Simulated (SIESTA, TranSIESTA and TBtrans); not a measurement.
## Ta chain with one Si atom in place of Ta

Junction: Ta chain with one Si atom in place of Ta. Leads: straight Ta chain, spacing 2.35 Å. Geometry: 3 atoms about the centre moved by SIESTA (PBE, DZP) to a largest force of 0.03 eV/Å, all others as built, motion along the axis alone.

Computed with TranSIESTA and TBtrans, PBE, DZP numerical orbitals (energy shift 0.15 eV), PseudoDojo norm-conserving scalar-relativistic potentials, mesh cutoff 200 Ry, 300 K, spin-polarised (collinear), no spin-orbit coupling; self-consistent non-equilibrium Green functions.

Conductance at 300 K (G0 = 2e²/h): 2.73
Mean T from −0.5 to 0.5 eV: 2.60

Energies count from the leads' Fermi level. Transmissions are for each spin. The energy step is 0.01 eV; narrower resonances are cut or missed.

```
E (eV)  T up  T down  lead channels up  down
------  ----  ------  ----------------  ----
-2.00   1.17    1.23                 4     3
-1.80   1.22    1.25                 4     3
-1.60   1.30    1.23                 4     3
-1.40   1.42    1.41                 4     4
-1.20   1.59    1.62                 4     4
-1.00   1.82    1.83                 4     4
-0.80   2.09    2.05                 4     4
-0.60   2.38    2.27                 6     4
-0.40   2.61    2.49                 6     4
-0.20   2.75    2.66                 6     4
0.00    2.75    2.72                 6     4
0.20    2.62    2.64                 6     6
0.40    2.40    2.45                 6     6
0.60    2.13    2.24                 6     6
0.80    1.86    2.06                 6     6
1.00    1.62    1.92                 6     6
1.20    1.42    1.80                 6     6
1.40    1.19    1.68                 6     6
1.60    0.71    1.54                 4     6
1.80    0.77    1.35                 2     6
2.00    0.86    1.11                 1     6
```

The magnetic order of the leads was set by the start, and no other order was tried; the separate lead runs end at 1.06 (left) and 1.06 (right) μB an atom. The straight chain is held at its spacing; free chains may zigzag or dimerise. Spin-orbit coupling, left out here, matters for the heavy atoms.
